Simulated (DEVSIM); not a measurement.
Structure: Ge n-i-p diode, at 350 K.

Layer 1 from the left is Ge, thickness (μm) 1.40, Nd (cm⁻³) 1.7e18, τn (s) 5.9e-7, τp (s) 5.9e-7. Layer 2 from the left is Ge, thickness (μm) 0.570, Na (cm⁻³) 4.7e12, τn (s) 5.9e-7, τp (s) 5.9e-7. Layer 3 from the left is Ge, thickness (μm) 1.60, Na (cm⁻³) 4.4e17, τn (s) 5.9e-7, τp (s) 5.9e-7.

Left contact: ohmic. Right contact: ohmic. Voltage is applied to the left contact. Recombination: SRH at mid-gap, Auger. Mobility is μmin + (μ − μmin)/(1 + (N/Nref)^α).

Constants are typed, rounded textbook-type inputs, not results; the design itself was drawn at random and stands for no fabricated device. Values at 300 K; Nc and Nv go as T^1.5, mobilities as T to minus their exponent, the gap by Varshni's rule with the affinity fixed.

Ge: gap (eV) 0.664, affinity (eV) 4, permittivity 16, Nc (cm⁻³) 1.04e19, Nv (cm⁻³) 6e18, μn (cm²/Vs) 3900, μp (cm²/Vs) 1900, μn,min 150, μp,min 100, Nref,n 2.6e17, Nref,p 4e17, αn 0.56, αp 0.6, T exponent of μn 1.66, T exponent of μp 2.33, Cn (cm⁶/s) 1e-31, Cp (cm⁶/s) 1e-31, Varshni α (eV/K) 0.000477, Varshni β (K) 235.

Simulated with DEVSIM: 1D drift-diffusion, Boltzmann statistics, complete ionisation; no tunnelling, impact ionisation, image-force lowering or self-heating.

Task: What does the simulation give for the potential step across the device at zero bias, the dark forward voltage at 100 A/cm², the dark forward voltage at 1 A/cm²?

Result: potential step across the device at zero bias 0.497 V; dark forward voltage at 100 A/cm² 0.297 V; dark forward voltage at 1 A/cm² 0.157 V.
